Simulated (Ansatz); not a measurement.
PbS (model structure, started from the zincblende type, F-43m, No. 216, 2 atoms in the cell), treated with dielectric-dependent PBEsol hybrid (Ansatz, a first-principles code, PAW).

Run with plane-wave cutoff 460 eV, 6×6×6 k mesh, Fermi–Dirac smearing 0.01 eV, scalar-relativistic PAW data made under PBE.

Cell (relaxed with PBEsol):

```
PbS
1.0
    0.00000     3.27151     3.27151
    3.27151     0.00000     3.27151
    3.27151     3.27151     0.00000
S Pb
1 1
Direct
  0.75000   0.75000   0.75000
  0.00000   0.00000   0.00000
```

### Question
Predict the band gap, smallest direct gap on the k points sampled and Γ–Γ gap.

### Answer

band gap: 1.22 eV
smallest direct gap on the k points sampled: 1.79 eV
Γ–Γ gap: 5.10 eV

Note: the relaxation could raise the start's symmetry but not lower it, so the cell can be a saddle point.

Spin–orbit coupling is not included; with these elements it can move the gap by several tenths of an eV or more.

Computed values are for the static lattice.

A model structure was made by putting elements into a prototype or built by hand; it is no filed structure, need not be a known phase, and can be a saddle point held by its symmetry.
